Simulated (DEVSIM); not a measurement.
System: abrupt Si p-n junction, at 400 K.

Layer 1 from the left is Si, thickness (μm) 2.50, Na (cm⁻³) 1.8e19, τn (s) 2.4e-6, τp (s) 2.4e-6. Layer 2 from the left is Si, thickness (μm) 0.800, Nd (cm⁻³) 1e16, τn (s) 2.4e-6, τp (s) 2.4e-6.

Left contact: ohmic. Right contact: ohmic. Voltage is applied to the left contact. Recombination: SRH at mid-gap, radiative, Auger. Mobility is constant in doping.

Constants are typed, rounded textbook-type inputs, not results; the design itself was drawn at random and stands for no fabricated device. Values at 300 K; Nc and Nv go as T^1.5, mobilities as T to minus their exponent, the gap by Varshni's rule with the affinity fixed.

Si: gap (eV) 1.124, affinity (eV) 4.05, permittivity 11.7, Nc (cm⁻³) 2.86e19, Nv (cm⁻³) 3.1e19, μn (cm²/Vs) 1417, μp (cm²/Vs) 470, T exponent of μn 2.3, T exponent of μp 2.2, B (cm³/s) 4.7e-15, Cn (cm⁶/s) 2.8e-31, Cp (cm⁶/s) 9.9e-32, Varshni α (eV/K) 0.000473, Varshni β (K) 636.

Simulated with DEVSIM: 1D drift-diffusion, Boltzmann statistics, complete ionisation; no tunnelling, impact ionisation, image-force lowering or self-heating.

Problem. What does the simulation give for the largest field in the device at zero bias, the dark forward voltage at 100 A/cm², the dark forward voltage at 1 A/cm²?

Solution. largest field in the device at zero bias 270000 V/cm; dark forward voltage at 100 A/cm² 0.500 V; dark forward voltage at 1 A/cm² 0.329 V.
